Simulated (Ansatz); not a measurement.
Li on the 1x1 (110) surface of bcc W, one in a 2x2 cell, energies for each (28.7 Å²). Energies are against an atom of bcc Li, without zero-point or thermal terms; each row is named by its start.

All values below come from PBE (plane waves to 420 eV, PAW; Ansatz, a quantum-chemistry and plane-wave program).

Model: 17-atom slab, 6.6 Å thick at the start under the adsorbate (thin: gaps and levels are the slab's own), 6x6x1 mesh, Fermi-Dirac 0.1 eV, dipole correction, 8 atoms held, the rest relaxed; each run with such symmetry as its start has; no spin, no spin-orbit, no U, no dispersion correction.

A negative adsorption energy means that the adsorbate is more stable on the surface than in its reference. Starts that drift may end in the same place. Heights count from the host atoms within 0.3 Å of the top one.

| starting site | E_ads (eV) | height (Å) | nearest host atom (Å) | bonded to | Δ work function (eV) | lateral drift (Å) |
|---|---|---|---|---|---|---|
| top W | [?] | 2.47 | W 2.55 | W | -2.79 | 0.0 |
| hollow W-W-W | -0.76 | 2.26 | W 2.80 | 4 W | -2.33 | 0.6 |
| bridge W-W (span 2.8 Å) | -0.62 | [?] | W 2.77 | 2 W | -2.56 | 0.0 |
| bridge W-W (span 3.2 Å) | -0.76 | 2.26 | W 2.80 | 4 W | -2.33 | 0.0 |

What belongs in the gaps?


- top W, E_ads (eV): -0.48
- bridge W-W (span 2.8 Å), height (Å): 2.37
